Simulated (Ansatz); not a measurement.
## A computed series for hypothetical zinc blende KI: pressure series

Consider KI in the zinc blende structure (space group F-43m, No. 216; a = 7.850 Å; a hypothetical phase, not in the database extracts checked).

Cell and atoms are relaxed at each pressure.

All numbers come from Kohn–Sham DFT with the PBEsol functional, run in Ansatz (a first-principles code) with PAW and 420 eV plane waves, no spin-orbit coupling.

Computed cases, in order: 0 GPa (base); pressure 0.3 GPa; pressure 0.7 GPa; pressure 1.5 GPa; pressure 3 GPa; pressure 5 GPa; pressure 7.5 GPa; pressure 10 GPa.

Q: Between which two neighbouring cases does the gap turn between direct and indirect?

A: Between 0 GPa (base) (3.97 eV, direct at Γ) and pressure 0.3 GPa (4.02 eV, indirect, K–Γ (55 % along) → Γ). The whole series: 0 GPa (base): 3.97 eV, direct at Γ; pressure 0.3 GPa: 4.02 eV, indirect, K–Γ (55 % along) → Γ; pressure 0.7 GPa: 4.08 eV, indirect, K–Γ (55 % along) → Γ; pressure 1.5 GPa: 4.16 eV, indirect, L → Γ; pressure 3 GPa: 4.28 eV, indirect, L → Γ; pressure 5 GPa: 4.39 eV, indirect, U → Γ; pressure 7.5 GPa: 4.48 eV, indirect, X → Γ; pressure 10 GPa: 4.54 eV, indirect, X → Γ.

Spin-orbit coupling, missing from the scalar runs, can matter with I. Load acts through the strain it causes; cell and atoms are relaxed under it. No phonon test of stability was made. No other phases were tried under pressure.
